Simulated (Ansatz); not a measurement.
Results of LDA (Ansatz, a quantum-chemistry and plane-wave program, plane waves, PAW) for Cs2O (R-3m, No. 166).

Settings: plane-wave cutoff 520 eV, 10×10×10 k mesh, Fermi–Dirac smearing 0.01 eV, scalar-relativistic PAW data made under PBE.

Cell (relaxed at this level):

```yaml
crystal:
  lattice:
    - [2.00242, 1.15610, 6.47035]
    - [-2.00242, 1.15610, 6.47035]
    - [0.00000, -2.31220, 6.47035]
  atoms:
    - { symbol: Cs, position: [0.25552, 0.25552, 0.25552] }
    - { symbol: Cs, position: [0.74448, 0.74448, 0.74448] }
    - { symbol: O, position: [0.00000, 0.00000, 0.00000] }
```

**Question.** Give the computed band gap and smallest direct gap on the k points sampled.

**Answer.** 
- band gap = 1.30 eV
- smallest direct gap on the k points sampled = 1.99 eV

Note: the volume lies 9 % below that of the published cell.

Spin–orbit coupling is not included.

The computed numbers hold no vibrational or temperature effects.

Cost on a shared machine: around 28 core-seconds (rough).
